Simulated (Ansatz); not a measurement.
The starting structures come from a database of crystals and need not be the phases stable at ambient conditions.

By PBEsol, the system below comes out a metal.

Given:

```xyz
6
Lattice="5.4310 0.0000 0.0000 0.0000 6.2140 0.0000 2.7155 -3.1070 4.1681" Properties=species:S:1:pos:R:3 pbc="T T T"
Zr     0.0000     1.5535     0.0000
Zr     5.4310     4.6605     0.0000
Zr     5.0056     0.0000     2.6902
Zr     3.1409     3.1070     1.4778
Zr     2.2901     0.0000     1.4778
Zr     5.8565     3.1070     2.6902
```

Space group of this cell: Ibam. The cell is taken as given; by PBEsol its mean pressure is -3.8 GPa.

The current flows along the normal of the first two printed cell vectors. No spin-orbit coupling; the value is a mean over 0.1 eV about the Fermi level.

Task: Estimate the ballistic conductance per area that Ansatz (a program for electronic structure) with PBEsol returns for this system.

Result: 0.58 × 10¹⁵ S/m² for both spins.
